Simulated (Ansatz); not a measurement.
Structures of equal composition on the (111) surface of fcc Ni, ferromagnetic: a layer of Rh in place of the second plane; a layer of Rh in place of the third plane. The slabs share one bottom face, and each structure is named by its start. These are constructed structures in small cells; real faces may alloy, dewet or reconstruct in larger ones, and not all known structures of the face are among them. Slabs of about 10 Å with all that they carry, Fermi-Dirac smearing of 0.1 eV. Bottom of the slabs: a bare face, its two planes held. Relaxed from the named starts with such symmetry as they have, on meshes of like density; energies extrapolated to zero smearing; no spin-orbit coupling, no U. Spin-polarised runs, if any, are marked in brackets, and their order is one that fits the cell; the others ran without spin. Where a second, spin-polarised start was run, the lower counts.

The numbers are results of PBE (plane waves to 420 eV, PAW; Ansatz, an electronic-structure program), not measurements.

**Question.** Order them by energy per 1x1 cell (lowest first) at the level PBE.

**Answer.** a layer of Rh in place of the third plane (0.000 eV [spin, 3.8 μB a cell]), a layer of Rh in place of the second plane (0.047 eV [spin, 3.7 μB a cell])
